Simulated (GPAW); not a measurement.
Band structure of AgBr (Fm-3m, 2 atoms in the cell).

```yaml
crystal:
  lattice:
    - [0.00000, 2.82334, 2.82334]
    - [2.82334, 0.00000, 2.82334]
    - [2.82334, 2.82334, 0.00000]
  atoms:
    - { symbol: Ag, position: [0.00000, 0.00000, 0.00000] }
    - { symbol: Br, position: [0.50000, 0.50000, 0.50000] }
```

Method: PBE, GPAW PAW datasets PBE (gpaw-data 1.0.1) (plane waves; GPAW 25.7.0).

Settings: mode = pw; ecut = 600 eV; xc = PBE; kpts = 8 8 8; mesh shift (steps) = 0 0 0; occupations.name = fermi-dirac; occupations.width = 0 eV; nbands = -6; convergence.density = 1e-05 e/electron; convergence.bands = -4; symmetry.symmorphic = false; symmetry.tolerance = 0.0005; maxiter = 150; bandpath_npoints = 40.

The starting cell comes from a database of computed structures (which also holds hypothetical and non-ambient phases and stackings), without a prior relaxation at this level. Its lattice was rescaled by a random factor within 2.5 % of one.

Problem. Predict the gap along the standard path and the places of the band edges.

Solution. The gap along the path is 0.65 eV, from L to Γ; the smallest direct gap on it is 2.80 eV.

Levels in eV from the top of the valence band on the SCF mesh, bands 9 to 16:
```json
[
 {"point": "Γ", "9": "-3.02", "10": "-2.15", "11": "-2.15", "12": "-2.15", "13": "0.65", "14": "9.91", "15": "9.91", "16": "9.91"},
 {"point": "X", "9": "-2.84", "10": "-2.56", "11": "-2.56", "12": "-2.41", "13": "1.47", "14": "6.97", "15": "9.25", "16": "11.31"},
 {"point": "W", "9": "-2.52", "10": "-2.47", "11": "-2.47", "12": "-1.69", "13": "3.84", "14": "7.14", "15": "7.66", "16": "7.66"},
 {"point": "K", "9": "-2.61", "10": "-2.38", "11": "-2.17", "12": "-1.33", "13": "2.91", "14": "6.81", "15": "8.30", "16": "9.28"},
 {"point": "L", "9": "-2.67", "10": "-2.31", "11": "0.00", "12": "0.00", "13": "3.56", "14": "6.64", "15": "6.64", "16": "6.89"},
 {"point": "U", "9": "-2.61", "10": "-2.38", "11": "-2.17", "12": "-1.33", "13": "2.91", "14": "6.81", "15": "8.30", "16": "9.28"}
]
```
